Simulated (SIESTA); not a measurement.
Parameter sweep on Ti₂Rh (P1, 3 atoms in the cell)

```
Ti2Rh
1.0
   -1.52599     1.52599     4.90797
    1.52599    -1.52599     4.90797
    1.52599     1.52599    -4.90797
Ti Rh
2 1
Direct
  0.67156   0.66806   0.01456
  0.33383   0.33774   0.99653
  0.99461   0.99421   0.98891
```

Base run A: GGA PBEsol, numerical atomic orbitals DZP, PseudoDojo PBEsol standard norm-conserving potentials (rewritten from UPF to PSML) in SIESTA 5.4.2, self-consistent single point.

Its settings: XC.functional = GGA; XC.authors = PBEsol; potentials = PseudoDojo PBEsol standard; PAO.BasisSize = DZP; PAO.EnergyShift = 0.01 Ry; MeshCutoff = 350 Ry; kgrid.MonkhorstPack = 7 7 9; OccupationFunction = FD; ElectronicTemperature = 0.05 eV; MaxSCFIterations = 150; SCF.Mixer.Method = Broyden; SCF.Mixer.Weight = 0.25; SCF.Mixer.History = 8; SCF.DM.Tolerance = 1.0E-05.

The starting cell comes from a database of computed structures (which also holds hypothetical and non-ambient phases and stackings), without a prior relaxation at this level. Its atoms were displaced at random from the sites of space group no. 139. Spin polarisation is off. Values carry the incompleteness of an atom-centred basis. In the base run, with a pressure of about -7 GPa the cell is away from its equilibrium volume at this level.

ΔF is the free energy per atom less that of run A. 

Run A gave: pressure (GPa) -7.27; largest force (eV/Å) 0.354; iterations 15.

Runs:
- B: MaxSCFIterations, SCF.Mixer.Weight = 300, 0.01
- C: MaxSCFIterations, SCF.Mixer.Weight = 300, 0.02
- D: MaxSCFIterations, SCF.Mixer.Weight = 300, 0.05
- E: MaxSCFIterations, SCF.Mixer.Weight = 300, 0.1
- F: MaxSCFIterations, SCF.Mixer.Weight = 300, 0.2
- G: MaxSCFIterations, SCF.Mixer.Weight = 300, 0.3
- H: MaxSCFIterations, SCF.Mixer.Weight = 300, 0.5

Problem. Which runs reach the base run's state, and which is quickest in iterations?

Solution. Runs B, C, D, E, F, G, H reached the same state as A (within 1 meV/atom). The fewest iterations to that state were 13 (H); the most were 18.

```csv
run,ΔF (meV/atom),pressure (GPa),largest force (eV/Å),iterations
A,0.00,-7.27,0.354,15
B,0.00,-7.27,0.354,18
C,0.00,-7.27,0.354,18
D,0.00,-7.27,0.354,18
E,0.00,-7.27,0.354,17
F,0.00,-7.27,0.354,16
G,0.00,-7.27,0.354,14
H,0.00,-7.27,0.354,13
```
